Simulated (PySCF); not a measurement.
PySCF 2.14.0, PBE/def2-tzvp, df: Mg(OH)(SiH3) ([OH][Mg][SiH3]), 7 atoms. The geometry is a generated start, not checked to be a minimum at this level.

```yaml
task: energy
method: pbe
basis: def2-tzvp
two_electron_scheme: density fitting
mol.max_memory: 3000 MB
mf.max_cycle: 100
mf.diis_space: 8 (default)
mf.conv_tol: 1e-09 (default)
mf.grids.level: 3 (default)
basis_functions: 124
grid_points: 91080
```

```xyz
7

Mg    -0.4593     1.0630    -0.1220
O     -0.3837     2.1248    -1.4380
H     -0.3272     2.7241    -2.1752
Si     0.1742    -1.0950     0.7879
H      0.2153    -2.1140    -0.2760
H     -0.7315    -1.6274     1.8204
H      1.5122    -1.0754     1.4029
```

With the defaults (mf.DIIS = CDIIS, mf.diis = true, mf.damp = 0, mf.diis_start_cycle = 1, mf.init_guess = minao, newton = off, mf.level_shift = 0) it converges in 14 Fock builds. One run each on 2 threads, 1 BLAS thread, with these changes:
- mf.diis = false, mf.damp = 0.7, mf.diis_start_cycle = 999
- newton = Hessian by the SCF's own integrals
- mf.DIIS = ADIIS
- mf.DIIS = EDIIS
- mf.damp = 0.7, mf.diis_start_cycle = 8
- mf.diis = false
- mf.level_shift = 0.3 Hartree
- mf.init_guess = huckel
- mf.init_guess = atom

Question: Which runs fail or end elsewhere than the default run?

Answer: No convergence: mf.DIIS = EDIIS; mf.diis = false (the run ends without SCF convergence in 100 cycles). The rest reach the solution of the defaults.

```json
[
 {"setting": "the defaults", "Fock builds": "14", "end": "same solution"},
 {"setting": "mf.init_guess = atom", "Fock builds": "14", "end": "same solution"},
 {"setting": "mf.damp = 0.7, mf.diis_start_cycle = 8", "Fock builds": "16", "end": "same solution"},
 {"setting": "mf.init_guess = huckel", "Fock builds": "17", "end": "same solution"},
 {"setting": "mf.DIIS = ADIIS", "Fock builds": "21", "end": "same solution"},
 {"setting": "mf.level_shift = 0.3 Hartree", "Fock builds": "21", "end": "same solution"},
 {"setting": "mf.diis = false, mf.damp = 0.7, mf.diis_start_cycle = 999", "Fock builds": "25", "end": "same solution"},
 {"setting": "newton = Hessian by the SCF's own integrals", "Fock builds": "40", "end": "same solution"},
 {"setting": "mf.DIIS = EDIIS", "Fock builds": "101", "end": "no convergence"},
 {"setting": "mf.diis = false", "Fock builds": "101", "end": "no convergence"}
]
```

Under newton the count holds the products with the orbital Hessian.
